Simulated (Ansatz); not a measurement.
InSbO4 (model structure, started from the BPO4 type, I-4, No. 82, 6 atoms in the cell), treated with r²SCAN (plane waves, PAW; Ansatz, a quantum-chemistry and plane-wave program).

Run with plane-wave cutoff 560 eV, 10×10×10 k mesh, Fermi–Dirac smearing 0.01 eV, scalar-relativistic PAW data made under PBE.

Cell (relaxed at this level):

Space group I-4 (No. 82); a = 5.8688 Å, b = 5.8688 Å, c = 7.8108 Å, α = 90.00°, β = 90.00°, γ = 90.00°

```json
[
 {"atom": "In", "site": "2d", "symmetry": "-4..", "x": "0.5000", "y": "0.0000", "z": "0.2500"},
 {"atom": "Sb", "site": "2a", "symmetry": "-4..", "x": "0.0000", "y": "0.0000", "z": "0.0000"},
 {"atom": "O", "site": "8g", "symmetry": "1", "x": "0.2295", "y": "0.1435", "z": "0.1270"}
]
```
(The calculation used a cell of 6 atoms; values per cell refer to that cell.)

What does this level give for the band gap?


* **band gap**: 2.92 eV (on the SCF k mesh)

Note: the relaxation could raise the start's symmetry but not lower it, so the cell can be a saddle point.

Spin–orbit coupling is not included.

The computed numbers hold no vibrational or temperature effects.

It cost very roughly 13 core-minutes of CPU time.

A model structure was made by putting elements into a prototype or built by hand; it is no filed structure, need not be a known phase, and can be a saddle point held by its symmetry.
